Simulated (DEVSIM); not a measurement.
Structure: Si n-i-p diode, at 250 K.

| layer (left to right) | material | thickness (μm) | Nd (cm⁻³) | Na (cm⁻³) | τn (s) | τp (s) |
|---|---|---|---|---|---|---|
| 1 | Si | 0.220 | 9.5e17 | - | 8.8e-5 | 8.8e-5 |
| 2 | Si | 3.90 | - | 2.6e12 | 8.8e-5 | 8.8e-5 |
| 3 | Si | 3.40 | - | 8.8e18 | 8.8e-5 | 8.8e-5 |

Left contact: ohmic. Right contact: ohmic. Voltage is applied to the left contact. Recombination: SRH at mid-gap, radiative. Gap narrowing is on: ΔEg = 6.92 meV × (l + √(l² + 0.5)), l = ln(N/1.3e17 cm⁻³), shared equally by both band edges. Mobility is μmin + (μ − μmin)/(1 + (N/Nref)^α).

This is a model device: material constants are rounded textbook-type values typed into the input, and sizes, dopings and lifetimes were drawn at random. Values at 300 K; Nc and Nv go as T^1.5, mobilities as T to minus their exponent, the gap by Varshni's rule with the affinity fixed.

```csv
parameter,Si
gap (eV),1.124
affinity (eV),4.05
permittivity,11.7
Nc (cm⁻³),2.86e19
Nv (cm⁻³),3.1e19
μn (cm²/Vs),1417
μp (cm²/Vs),470
"μn,min",52
"μp,min",45
"Nref,n",9.7e16
"Nref,p",2.2e17
αn,0.68
αp,0.72
T exponent of μn,2.3
T exponent of μp,2.2
B (cm³/s),4.7e-15
Varshni α (eV/K),0.000473
Varshni β (K),636
```

Model (solved in DEVSIM): 1D drift-diffusion, Boltzmann statistics, complete ionisation; no tunnelling, impact ionisation, image-force lowering or self-heating.

Task: Give the small-signal capacitance in reverse bias (quasi-static).

Result: 
```tsv
V (V)	C (nF/cm²)
0.4	2.85
1	2.78
2	2.73
3	2.71
4	2.69
6	2.68
8	2.67
10	2.67
13	2.66
16	2.66
20	2.66
```
